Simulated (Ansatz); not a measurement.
The parent structure is Si in the diamond structure (space group Fd-3m, No. 227; a = 5.434 Å).

Calculations: DFT with PBEsol, PAW potentials and a 420 eV plane-wave cutoff in Ansatz (an electronic-structure program), no SOC.

Strains are applied to the cell and any free atomic positions relax.

One change was made to it. Results:

```json
[
 {"quantity": "band gap", "base": "0.47 eV", "after": "0.54 eV"},
 {"quantity": "smallest direct gap", "base": "2.52 eV", "after": "2.46 eV"},
 {"quantity": "gap character", "base": "indirect, Γ → Γ–X (87 % along)", "after": "indirect, Γ → Γ–X (87 % along)"}
]
```

**Question.** Which of these changes matches the shifts?
(A) isotropic strain +1.50 %
(B) isotropic strain −2.50 %
(C) isotropic strain −3.00 %
(D) isotropic strain +0.50 %
(E) isotropic strain +2.00 %

**Answer.** A, isotropic strain +1.50 %. For comparison, the smallest direct gap in the other runs: isotropic strain −2.50 % gives 2.55 eV; isotropic strain −3.00 % gives 2.55 eV; isotropic strain +2.00 % gives 2.40 eV; isotropic strain +0.50 % gives 2.51 eV.

Whether these cells are dynamically stable was not tested.
